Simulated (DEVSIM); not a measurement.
System: Si p-n junction from an implanted or diffused profile, at 300 K.

Layer 1 from the left is Si, thickness (μm) 6.30, Nd (cm⁻³) 1.5e14, τn (s) 1.1e-5, τp (s) 3.3e-7.

Added acceptor profile: 7.1e15 cm⁻³ × exp(−(x − 0.058 μm)²/(2·(0.026 μm)²)). Left contact: ohmic. Right contact: ohmic. Voltage is applied to the left contact. Recombination: SRH at mid-gap, radiative. Mobility is μmin + (μ − μmin)/(1 + (N/Nref)^α).

Constants are typed, rounded textbook-type inputs, not results; the design itself was drawn at random and stands for no fabricated device. Values at 300 K.

Si: gap (eV) 1.124, affinity (eV) 4.05, permittivity 11.7, Nc (cm⁻³) 2.86e19, Nv (cm⁻³) 3.1e19, μn (cm²/Vs) 1417, μp (cm²/Vs) 470, μn,min 52, μp,min 45, Nref,n 9.7e16, Nref,p 2.2e17, αn 0.68, αp 0.72, B (cm³/s) 4.7e-15.

Model (solved in DEVSIM): 1D drift-diffusion, Boltzmann statistics, complete ionisation; no tunnelling, impact ionisation, image-force lowering or self-heating.

Question: What does the simulation give for the potential step across the device at zero bias, the dark forward voltage at 1 A/cm²?

Answer: potential step across the device at zero bias 0.521 V; dark forward voltage at 1 A/cm² 0.451 V.
